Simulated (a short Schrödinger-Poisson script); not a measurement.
Stack: gated Al0.33Ga0.67N/GaN polarisation-induced gas, at 300 K.

```tsv
layer	material	thickness (nm)	Na (cm⁻³)
1	Al0.33Ga0.67N	25	-
2	GaN	6000	2e14
```

The device is made up for the run: typed textbook-type constants, with dimensions and the other settings drawn at random. Al0.33Ga0.67N: permittivity 9.3, conduction-band edge (eV) 0.462, gap (eV) 4.09, electron mass (mₑ) 0.24, Nv at 300 K (cm⁻³) 4.6e19. GaN: permittivity 9.5, conduction-band edge (eV) 0, gap (eV) 3.43, Nv at 300 K (cm⁻³) 4.6e19.

Channel valleys (confinement mass, in-plane density-of-states mass, number): Γ 0.2, 0.2, 1. At the gate the conduction-band edge of layer 1 lies 1.37 eV − eVg above the Fermi level of the channel; the field vanishes at the back. Sheet of polarisation charge: +1.6e13 e/cm² at 25 nm from the gate. The barrier under the gate holds no holes. Gaps are held at their typed values at every temperature. Mesh 0.08 nm at interfaces.

From a short Schrödinger-Poisson script (our own, NumPy): 1D Poisson equation in equilibrium, electrons quantum, Hartree (BenDaniel-Duke, 40 states a valley, the channel's in-plane mass for all, wave functions free to enter the barrier), parabolic valleys, classical holes, full ionisation, no traps, pinning or gate leakage.

List the lowest subbands of each valley and their electrons at Vg = 0.5 V.


```
valley  subband  energy from the Fermi level (meV)  electrons (cm⁻²)  share (%)
------  -------  ---------------------------------  ----------------  ---------
Γ             0                             -145.4           1.22e13       85.5
Γ             1                               -0.4           1.51e12       10.6
Γ             2                               50.2           2.90e11        2.0
```

All electrons: 1.42e13 cm⁻².
